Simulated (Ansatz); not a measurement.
## A computed series for GaSb: response to strain

Take GaSb in the zinc blende structure (space group F-43m, No. 216; a = 6.132 Å) as the base. Axes: x, y, z lie along the cube axes.

Strains are applied to the cell and any free atomic positions relax; under biaxial strain the out-of-plane vector relaxes too.

Level of theory: Kohn–Sham DFT with the r2SCAN functional, run in Ansatz (a first-principles code) with PAW and 500 eV plane waves, spin-orbit coupling left out.

Candidates:
(a) uniaxial strain ε_zz = −1.25 %
(b) isotropic strain +0.85 %
(c) uniaxial strain ε_yy = −0.82 %
(d) biaxial strain −2.16 %, plane normal [001], relaxed out of plane

Notes on the quantities. energy relative to the base: free energy F.

Order them by energy relative to the base, highest first.

(d) biaxial strain −2.16 %, plane normal [001], relaxed out of plane (+8.1 meV/atom), (b) isotropic strain +0.85 % (+3.0 meV/atom), (a) uniaxial strain ε_zz = −1.25 % (+1.2 meV/atom), (c) uniaxial strain ε_yy = −0.82 % (+0.5 meV/atom)

Stability against distortions was not tested.
